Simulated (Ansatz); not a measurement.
**What pressure 4.2 GPa does to C**

Base system: C in the diamond structure (space group Fd-3m, No. 227; a = 3.560 Å).

The change: cell and atoms relaxed at a pressure of 4.2 GPa.

Level of theory: r2SCAN in Ansatz (plane waves to 500 eV, PAW, without spin-orbit coupling), earlier PAW set. Settings: 16×16×16 k-points, 0.05 eV Fermi–Dirac smearing.

```json
[
 {"quantity": "density", "base": "3.54 g/cm³", "changed": "3.57 g/cm³", "shift": "+0.03 g/cm³"},
 {"quantity": "lattice parameter a", "base": "3.560 Å", "changed": "3.549 Å", "shift": "-0.011 Å"},
 {"quantity": "shortest interatomic distance", "base": "1.542 Å", "changed": "1.537 Å", "shift": "-0.005 Å"},
 {"quantity": "enthalpy H = E + PV relative to the base's energy", "base": "–", "changed": "+0.15 eV/atom", "shift": "–"},
 {"quantity": "band gap", "base": "4.36 eV", "changed": "4.38 eV", "shift": "+0.02 eV"},
 {"quantity": "gap character", "base": "indirect, Γ → Γ–X (71 % along)", "changed": "indirect, Γ → Γ–X (71 % along)", "shift": "–"},
 {"quantity": "smallest direct gap", "base": "5.89 eV", "changed": "5.92 eV", "shift": "+0.03 eV"},
 {"quantity": "width of the top valence band", "base": "8.75 eV", "changed": "8.83 eV", "shift": "+0.08 eV"},
 {"quantity": "electron mass", "base": "1.6 mₑ along k, 0.28 mₑ across (off the special points)", "changed": "1.6 mₑ along k, 0.27 mₑ across (off the special points)", "shift": "–"},
 {"quantity": "hole mass (degenerate bands, along [100])", "base": "0.28, 0.28, 0.47 mₑ (at Γ)", "changed": "0.28, 0.28, 0.47 mₑ (at Γ)", "shift": "–"}
]
```

Final structure:

```
CELL_PARAMETERS angstrom
      0.00000     1.77470     1.77470
      1.77470     0.00000     1.77470
      1.77470     1.77470     0.00000
ATOMIC_POSITIONS crystal
  C  0.50000 0.50000 0.50000
  C  0.75000 0.75000 0.75000
```

Load acts through the strain it causes; cell and atoms are relaxed under it. Effective masses come from finite differences of ±0.01 Å⁻¹. Along k means along the line from Γ to the band edge. No phonon test of stability was made.

Ansatz is a program for electronic structure.
